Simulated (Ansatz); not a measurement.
**BP, response to strain**

The parent structure is BP in the zinc blende structure (space group F-43m, No. 216; a = 4.491 Å). Axes: x, y, z lie along the cube axes.

Strains are applied to the cell and any free atomic positions relax; under biaxial strain the out-of-plane vector relaxes too.

Computed with LDA, PAW, 420 eV (Ansatz, a program for electronic structure; without spin-orbit coupling).

Notes on the quantities. in-plane stress: mean in-plane stress (compression positive).

```json
[
 {"change": "base", "gap character": "–", "volume per atom": "11.32 Å³", "band gap": "1.14 eV", "in-plane stress": "–"},
 {"change": "biaxial strain −2.50 %, plane normal [111], relaxed out of plane", "gap character": "indirect, Γ → F–Γ (11 % along)", "volume per atom": "10.82 Å³", "band gap": "0.91 eV", "in-plane stress": "+13.0 GPa"},
 {"change": "biaxial strain −2.08 %, plane normal [111], relaxed out of plane", "gap character": "indirect, Γ → F–Γ (11 % along)", "volume per atom": "10.90 Å³", "band gap": "0.96 eV", "in-plane stress": "+10.6 GPa"},
 {"change": "biaxial strain −1.25 %, plane normal [111], relaxed out of plane", "gap character": "indirect, Γ → F–Γ (16 % along)", "volume per atom": "11.07 Å³", "band gap": "1.05 eV", "in-plane stress": "+6.2 GPa"},
 {"change": "biaxial strain −0.83 %, plane normal [111], relaxed out of plane", "gap character": "indirect, Γ → F–Γ (16 % along)", "volume per atom": "11.15 Å³", "band gap": "1.09 eV", "in-plane stress": "+4.0 GPa"},
 {"change": "biaxial strain −0.42 %, plane normal [111], relaxed out of plane", "gap character": "indirect, Γ → F–Γ (16 % along)", "volume per atom": "11.23 Å³", "band gap": "1.12 eV", "in-plane stress": "+2.0 GPa"},
 {"change": "biaxial strain +0.83 %, plane normal [111], relaxed out of plane", "gap character": "indirect, Γ → F–Γ (17 % along)", "volume per atom": "11.49 Å³", "band gap": "1.10 eV", "in-plane stress": "-3.8 GPa"},
 {"change": "biaxial strain +1.25 %, plane normal [111], relaxed out of plane", "gap character": "indirect, Γ → F–Γ (17 % along)", "volume per atom": "11.57 Å³", "band gap": "1.08 eV", "in-plane stress": "-5.6 GPa"},
 {"change": "biaxial strain +1.67 %, plane normal [111], relaxed out of plane", "gap character": "indirect, Γ → F–Γ (17 % along)", "volume per atom": "___", "band gap": "___", "in-plane stress": "___"},
 {"change": "biaxial strain +2.08 %, plane normal [111], relaxed out of plane", "gap character": "indirect, Γ → F–Γ (17 % along)", "volume per atom": "11.74 Å³", "band gap": "1.04 eV", "in-plane stress": "-9.0 GPa"}
]
```

### Question
Some entries are withheld; estimate them.

### Answer

- biaxial strain +1.67 %, plane normal [111], relaxed out of plane, volume per atom: 11.66 Å³
- biaxial strain +1.67 %, plane normal [111], relaxed out of plane, band gap: 1.06 eV
- biaxial strain +1.67 %, plane normal [111], relaxed out of plane, in-plane stress: -7.3 GPa

No phonon test of stability was made. k-point labels follow each cell's own Brillouin zone.
